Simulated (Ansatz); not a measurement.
**Element substitutions in hypothetical zinc blende AgF**

Take AgF in the zinc blende structure (space group F-43m, No. 216; a = 5.4662 Å; a hypothetical phase, not in the database extracts checked) as the base.

Each row replaces one element on all its sites; cell and atoms are relaxed.

Levels (all Ansatz, a first-principles code, PAW): PBE (420 eV, no spin-orbit coupling); r2SCAN (500 eV, no spin-orbit coupling).

The base cell above is that of PBE; each level relaxes its own structures.

| case | volume per atom, PBE | volume per atom, r2SCAN |
|---|---|---|
| Ag → Cd | 20.90 Å³ | (withheld) |
| Ag → Pd | 18.39 Å³ | 17.42 Å³ |
| Ag → Cr | 17.18 Å³ | (withheld) |

### Question
Some entries are withheld; estimate them.

### Answer

- Ag → Cd, volume per atom, r2SCAN: 19.66 Å³
- Ag → Cr, volume per atom, r2SCAN: 16.62 Å³

PBE lies above r2SCAN in every row, by 0.55 Å³ to 1.24 Å³. They put the cases in the same order.

Whether these cells are dynamically stable was not tested. As relaxed here, CdF, PdF and CrF are hypothetical phases, not in the database extracts checked. No Hubbard U is applied and the magnetic state is the run's own (CrF ferromagnetic); small cells can't hold the antiferromagnetic order that many such compounds have, so gaps and moments can be off. Spin-polarised in the final run: PBE PdF, r2SCAN PdF, PBE CrF and r2SCAN CrF; the other runs are not. An odd electron count without spin: CdF.
